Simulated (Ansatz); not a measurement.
Consider SnSe2 in the CdI2 type structure (space group P-3m1, No. 164; a = 3.840 Å, c = 6.007 Å; layered, stacked along the Cartesian z axis). Axes: x lies along a and z along c of the hexagonal cell.

Computed with Ansatz (a quantum-chemistry and plane-wave program), PBE-D3(BJ), PAW, cutoff 420 eV, no spin-orbit coupling.

Perturbation: the cell is compressed by 1.00 % along z with no lateral relaxation; the atoms relax in the strained cell.

Task: Predict the stress tensor and what it implies for the stiffness.

Result: Stress of the strained cell less that of the base (GPa, compression positive):
```
   0.19    0.00    0.00
   0.00    0.19    0.00
   0.00    0.00    0.33
```

Then −Δσ_ii/ε with ε = -0.0100 gives relaxed-ion elastic constants: C33 ≈ 33 GPa.

Stability against distortions was not tested.
